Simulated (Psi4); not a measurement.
Psi4 1.11, unrestricted B3LYP/def2-svp: [C]1=C[SiH2]C=C1, charge 0, multiplicity 2, 10 atoms. The geometry is a generated start, not checked to be a minimum at this level.

| Property | Value |
|---|---|
| task | energy |
| method | b3lyp |
| basis | def2-svp |
| memory | 3 GB |
| maxiter | 100 |
| keys of the molecule block | symmetry c1 |
| scf_type | df (default) |
| diis_max_vecs | 10 (default) |
| e_convergence | 1e-06 (default) |
| d_convergence | 1e-06 (default) |
| dft_radial_points | 75 (default) |
| dft_spherical_points | 302 (default) |
| basis functions | 99 |
| grid points | 213999 |

```xyz
10

C     -0.9342     1.1692    -0.3636
C      0.3447     1.4166    -0.2438
Si     1.1776    -0.2730     0.2124
C     -0.5303    -1.0796     0.1499
C     -1.4562    -0.1560    -0.1602
H      0.8406     2.3586    -0.3730
H      1.7739    -0.2426     1.5462
H      2.0907    -0.7260    -0.8344
H     -0.7936    -2.1115     0.3252
H     -2.5133    -0.3559    -0.2587
```

Charge 0 and multiplicity 2 are set for this test and not shown to be the ground state.

With the defaults (diis = true, scf_initial_accelerator = adiis, damping_percentage = 0, guess = auto, which took SAD, level_shift = 0, level_shift_cutoff = 0.01, soscf = false, soscf_start_convergence = 0.01, diis_start = 1) it converges in 12 SCF iterations. One run each on 2 threads, with these changes:
- diis = false, scf_initial_accelerator = none, damping_percentage = 60
- level_shift = 0.5, level_shift_cutoff = 0.001
- damping_percentage = 20
- guess = sadno
- soscf = true, soscf_start_convergence = 0.1
- damping_percentage = 60
- diis_start = 4
- guess = huckel
- guess = gwh

Q: Which of these changes keep the SCF from converging, or lead it to another solution?

A: No convergence: diis = false, scf_initial_accelerator = none, damping_percentage = 60 (the run ends without SCF convergence in 100 iterations). The rest reach the solution of the defaults.

```
setting                                                                SCF iterations  JK calls             end
---------------------------------------------------------------------  --------------  --------  --------------
soscf = true, soscf_start_convergence = 0.1                                         7        28   same solution
the defaults                                                                       12        13   same solution
level_shift = 0.5, level_shift_cutoff = 0.001                                      12        13   same solution
guess = sadno                                                                      13        13   same solution
guess = huckel                                                                     13        28   same solution
guess = gwh                                                                        15        15   same solution
diis_start = 4                                                                     19        20   same solution
damping_percentage = 20                                                            21        22   same solution
damping_percentage = 60                                                            90        91   same solution
diis = false, scf_initial_accelerator = none, damping_percentage = 60             100       101  no convergence
```

An SOSCF iteration holds several JK calls; a Hückel guess adds calls on atoms.
